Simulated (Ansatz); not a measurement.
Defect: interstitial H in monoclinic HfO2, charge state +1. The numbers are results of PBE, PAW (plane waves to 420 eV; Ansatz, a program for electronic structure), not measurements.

Settings: 96 host sites, the relaxed PBE lattice, the Γ point alone, smearing 0.01 eV, spin-restricted, no image-charge correction. Static, classical nuclei. Spin-orbit coupling is left out. The charge state is imposed; whether it is stable for some Fermi level was not computed. Sites that were not tried may lie lower.

Barriers: single points on a 2×2×2 k-point mesh shifted by half a step at the bands' geometries.

Relaxed starting cell (atoms counted from 1):

```yaml
crystal:
  lattice:
    - [10.32305, 0.00000, 0.00000]
    - [0.00000, 10.42402, 0.00000]
    - [-1.79660, 0.00000, 10.55307]
  atoms:
    - { symbol: Hf, position: [0.14466, 0.23762, 0.34967] }
    - { symbol: Hf, position: [0.13872, 0.22995, 0.85277] }
    - { symbol: Hf, position: [0.13809, 0.72765, 0.35402] }
    - { symbol: Hf, position: [0.13811, 0.72838, 0.85471] }
    - { symbol: Hf, position: [0.63730, 0.23000, 0.35354] }
    - { symbol: Hf, position: [0.63817, 0.22976, 0.85445] }
    - { symbol: Hf, position: [0.63594, 0.72542, 0.35343] }
    - { symbol: Hf, position: [0.63870, 0.72895, 0.85481] }
    - { symbol: Hf, position: [0.36388, 0.27169, 0.14396] }
    - { symbol: Hf, position: [0.36175, 0.27231, 0.64558] }
    - { symbol: Hf, position: [0.36191, 0.77199, 0.14589] }
    - { symbol: Hf, position: [0.36365, 0.77079, 0.64633] }
    - { symbol: Hf, position: [0.86325, 0.27053, 0.14603] }
    - { symbol: Hf, position: [0.86257, 0.27161, 0.64556] }
    - { symbol: Hf, position: [0.86291, 0.77243, 0.14555] }
    - { symbol: Hf, position: [0.86274, 0.77127, 0.64693] }
    - { symbol: Hf, position: [0.36390, 0.48024, 0.39661] }
    - { symbol: Hf, position: [0.36310, 0.47931, 0.89584] }
    - { symbol: Hf, position: [0.36362, 0.97916, 0.39552] }
    - { symbol: Hf, position: [0.36366, 0.97869, 0.89651] }
    - { symbol: Hf, position: [0.86232, 0.47836, 0.39656] }
    - { symbol: Hf, position: [0.86224, 0.47834, 0.89605] }
    - { symbol: Hf, position: [0.84607, 0.97409, 0.39591] }
    - { symbol: Hf, position: [0.86247, 0.97926, 0.89553] }
    - { symbol: Hf, position: [0.13902, 0.02239, 0.10112] }
    - { symbol: Hf, position: [0.14066, 0.01785, 0.60924] }
    - { symbol: Hf, position: [0.13749, 0.52257, 0.10302] }
    - { symbol: Hf, position: [0.13778, 0.52248, 0.60440] }
    - { symbol: Hf, position: [0.63791, 0.02187, 0.10321] }
    - { symbol: Hf, position: [0.63651, 0.02247, 0.60639] }
    - { symbol: Hf, position: [0.63916, 0.52159, 0.10399] }
    - { symbol: Hf, position: [0.63911, 0.52127, 0.60559] }
    - { symbol: O, position: [0.03823, 0.07008, 0.40921] }
    - { symbol: O, position: [0.03474, 0.08542, 0.92090] }
    - { symbol: O, position: [0.03368, 0.58531, 0.42313] }
    - { symbol: O, position: [0.03378, 0.58537, 0.92423] }
    - { symbol: O, position: [0.53482, 0.08557, 0.42434] }
    - { symbol: O, position: [0.53474, 0.08552, 0.92411] }
    - { symbol: O, position: [0.53426, 0.58453, 0.42514] }
    - { symbol: O, position: [0.53466, 0.58573, 0.92425] }
    - { symbol: O, position: [0.46728, 0.41508, 0.07563] }
    - { symbol: O, position: [0.46663, 0.41510, 0.57649] }
    - { symbol: O, position: [0.46668, 0.91502, 0.07656] }
    - { symbol: O, position: [0.46450, 0.91664, 0.57678] }
    - { symbol: O, position: [0.96654, 0.41487, 0.07725] }
    - { symbol: O, position: [0.96604, 0.41631, 0.57679] }
    - { symbol: O, position: [0.96701, 0.91580, 0.07533] }
    - { symbol: O, position: [0.96385, 0.91651, 0.57428] }
    - { symbol: O, position: [0.46584, 0.33582, 0.32557] }
    - { symbol: O, position: [0.46589, 0.33539, 0.82590] }
    - { symbol: O, position: [0.46514, 0.83457, 0.32648] }
    - { symbol: O, position: [0.46659, 0.83524, 0.82625] }
    - { symbol: O, position: [0.96701, 0.32981, 0.33033] }
    - { symbol: O, position: [0.96666, 0.33478, 0.82520] }
    - { symbol: O, position: [0.96701, 0.84043, 0.32582] }
    - { symbol: O, position: [0.96666, 0.83563, 0.82587] }
    - { symbol: O, position: [0.03645, 0.16634, 0.17252] }
    - { symbol: O, position: [0.03493, 0.16564, 0.66720] }
    - { symbol: O, position: [0.03373, 0.66569, 0.17423] }
    - { symbol: O, position: [0.03443, 0.66591, 0.67397] }
    - { symbol: O, position: [0.53472, 0.16584, 0.17318] }
    - { symbol: O, position: [0.53294, 0.16531, 0.67414] }
    - { symbol: O, position: [0.53282, 0.66369, 0.17426] }
    - { symbol: O, position: [0.53464, 0.66523, 0.67405] }
    - { symbol: O, position: [0.22546, 0.37447, 0.48774] }
    - { symbol: O, position: [0.22479, 0.37180, 0.98794] }
    - { symbol: O, position: [0.22251, 0.87349, 0.48780] }
    - { symbol: O, position: [0.22517, 0.87178, 0.98825] }
    - { symbol: O, position: [0.72473, 0.37035, 0.48914] }
    - { symbol: O, position: [0.72501, 0.37168, 0.98885] }
    - { symbol: O, position: [0.71964, 0.86885, 0.48941] }
    - { symbol: O, position: [0.72509, 0.87189, 0.98960] }
    - { symbol: O, position: [0.27664, 0.12959, 0.01015] }
    - { symbol: O, position: [0.26974, 0.13076, 0.51027] }
    - { symbol: O, position: [0.27551, 0.62923, 0.01155] }
    - { symbol: O, position: [0.27568, 0.63043, 0.51116] }
    - { symbol: O, position: [0.77649, 0.12923, 0.01180] }
    - { symbol: O, position: [0.77677, 0.12675, 0.51066] }
    - { symbol: O, position: [0.77654, 0.62925, 0.01182] }
    - { symbol: O, position: [0.77616, 0.62783, 0.51161] }
    - { symbol: O, position: [0.27777, 0.12220, 0.26083] }
    - { symbol: O, position: [0.27584, 0.12044, 0.76127] }
    - { symbol: O, position: [0.27508, 0.62148, 0.26143] }
    - { symbol: O, position: [0.27583, 0.62177, 0.76155] }
    - { symbol: O, position: [0.77478, 0.11939, 0.26183] }
    - { symbol: O, position: [0.77534, 0.12240, 0.76114] }
    - { symbol: O, position: [0.77589, 0.62148, 0.26167] }
    - { symbol: O, position: [0.77620, 0.62165, 0.76206] }
    - { symbol: O, position: [0.22449, 0.37856, 0.23832] }
    - { symbol: O, position: [0.22443, 0.37889, 0.73758] }
    - { symbol: O, position: [0.22332, 0.88061, 0.23864] }
    - { symbol: O, position: [0.22472, 0.87845, 0.73894] }
    - { symbol: O, position: [0.72644, 0.37831, 0.23915] }
    - { symbol: O, position: [0.72487, 0.37899, 0.73908] }
    - { symbol: O, position: [0.72238, 0.87714, 0.23990] }
    - { symbol: O, position: [0.72468, 0.87953, 0.73912] }
    - { symbol: H, position: [0.06545, 0.99513, 0.36327] }
```
Cell charge +1.

End state 1 differs by these moves (Å; atoms that move under 0.08 Å are left out):

```csv
atom,element,Δx,Δy,Δz
1,Hf,-0.06,-0.06,0.10
13,Hf,-0.12,0.11,-0.03
23,Hf,0.14,0.04,0.03
25,Hf,0.11,-0.09,-0.04
33,O,-0.08,0.17,0.15
53,O,0.01,0.07,-0.09
57,O,-0.17,-0.16,0.05
81,O,-0.09,-0.01,-0.03
97,H,-0.72,0.88,-1.73
```

Q: Estimate the forward and backward barriers to end state 1 that PBE, PAW returns for this input.

A: forward 0.36 eV, backward 0.32 eV; at the saddle point atom 97 has neighbours Hf at 2.13; O at 1.18, O at 1.28 Å. The check of the saddle point's order was inconclusive.
